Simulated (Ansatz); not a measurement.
Several settings converged on TiB2 (P6/mmm, 3 atoms in the cell)

```
CELL_PARAMETERS angstrom
      1.50743    -2.61094     0.00000
      1.50743     2.61094     0.00000
      0.00000     0.00000     3.21385
ATOMIC_POSITIONS crystal
  Ti 0.00000 0.00000 0.00000
  B  0.33333 0.66667 0.50000
  B  0.66667 0.33333 0.50000
```

Base method: PBE (plane waves, PAW; Ansatz, a first-principles code).

Base settings: basis.ecutwfc = 30.9 Ry; kpoints.mp_grid.grid = 13 13 10; hamiltonian.xc = pbe; hamiltonian.pseudopotentials = {kind: paw} (the program's default PAW files); scf.occupations.method = fermi_dirac; scf.occupations.width = 0.0073 Ry.

Core times come from one kind of shared machine, to one figure; runs under 30 s give none.

**Zone-centre phonons against the cutoff**

In this ladder: phonons.method = dfpt.

The mesh stays at the base's, so the ladder's end is converged at best in this setting alone.

Frequencies are those of the unrelaxed cell, without the LO-TO term of polar crystals.

Only quantities that move along the ladder and can be compared are tabulated.

```tsv
basis.ecutwfc	highest zone-centre frequency (cm⁻¹)	lowest optical frequency (cm⁻¹)	core time / last (rough)
15.4 Ry	959.7	382.0	–
18.4 Ry	937.4	515.1	0.5
21.7 Ry	905.1	527.1	–
26.1 Ry	902.1	520.8	0.5
30.9 Ry	904.8	519.7	0.6
37.1 Ry	905.0	519.6	0.7
46.3 Ry	904.9	519.6	1
```

Coarsest basis.ecutwfc that holds the highest zone-centre frequency within 10 cm⁻¹ of the last step, with all finer ones: 21.7 Ry; the step before is off by 33 cm⁻¹.

Coarsest basis.ecutwfc that holds the lowest optical frequency within 5 cm⁻¹ of the last step, with all finer ones: 26.1 Ry; the step before is off by 7.5 cm⁻¹.

**The q mesh of the phonons**

In this ladder: kpoints.mp_grid.grid = 12 12 12; phonons.method = dfpt.

Only quantities that move along the ladder and can be compared are tabulated.

Thermal sums run over frequencies interpolated from this q mesh.

| phonons.qmesh | zero-point energy (meV/atom) | vibrational free energy at 300 K (meV/atom) | core time / last (rough) |
|---|---|---|---|
| 1 1 1 | 95.55 | 83.54 | 0.1 |
| 2 2 2 | 103.64 | 93.94 | 0.6 |
| 3 3 3 | 103.56 | 93.75 | 1 |

Coarsest phonons.qmesh that holds the zero-point energy within 0.5 meV/atom of the last step, with all finer ones: 2 2 2; the step before is off by 8.0 meV/atom.

Coarsest phonons.qmesh that holds the vibrational free energy at 300 K within 0.5 meV/atom of the last step, with all finer ones: 2 2 2; the step before is off by 10 meV/atom.

On the base run: the starting cell has typed, rounded lattice constants, without a prior relaxation at this level. Its lattice was rescaled by up to half a per cent. Spin polarisation is off. In the base run, with a pressure of about 4 GPa the cell is away from its equilibrium volume at this level.

Keys are those of Ansatz 0.2.
